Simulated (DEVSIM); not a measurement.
Structure: Ti/AlN/p-Si capacitor, at 300 K.

Layer 1 from the left is AlN, thickness (nm) 32.0. Layer 2 from the left is Si, thickness (nm) 2200, Na (cm⁻³) 7.1e16.

Metal gate on the left, work function 4.33 eV. Fixed charge at the semiconductor interface 2.9e11 cm⁻² (in units of +e); interface traps 3.3e10 cm⁻² eV⁻¹, uniform in energy, neutral level at 0.3 of the gap above the valence band.

Constants are typed, rounded textbook-type inputs, not results; the design itself was drawn at random and stands for no fabricated device. Values at 300 K.

AlN: gap (eV) 6.1, affinity (eV) 1.9, permittivity 8.5. Si: gap (eV) 1.124, affinity (eV) 4.05, permittivity 11.7, Nc (cm⁻³) 2.86e19, Nv (cm⁻³) 3.1e19.

DEVSIM, 1D Poisson equation in equilibrium, Boltzmann statistics, complete ionisation; no quantum confinement or tunnelling. Metal contacts follow the ideal Schottky-Mott rule: no Fermi-level pinning, no interface dipoles.

Q: What does the simulation give for the flat-band voltage, the threshold voltage (band bending 2φF), the minimum of the low-frequency capacitance?

A: flat-band voltage -0.89 V; threshold voltage (band bending 2φF) 0.53 V; minimum of the low-frequency capacitance 0.0703 μF/cm².
